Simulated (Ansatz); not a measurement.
The starting structures come from a database of crystals and need not be the phases stable at ambient conditions.

By PBEsol, the system below comes out a metal.

Without scattering a metal conducts by its projected Fermi surface.

Here is the system:

```
LaS
1.0
    4.16005     0.00000     0.00000
   -2.08003     3.60271     0.00000
    2.08003     1.20090     3.39667
La S
1 1
Direct
  0.00000   0.00000   0.00000
  0.00000   0.50000   0.50000
```

Space group of this cell: Fm-3m, rock salt. The cell is taken as given; by PBEsol its mean pressure is -3.3 GPa.

The current flows along the normal of the first two printed cell vectors, the (111) plane of the conventional cell. No spin-orbit coupling; the value is a mean over 0.1 eV about the Fermi level.

**Question.** State the ballistic conductance per area according to PBEsol (Ansatz, a program for electronic structure).

**Answer.** 0.68 × 10¹⁵ S/m² for both spins.
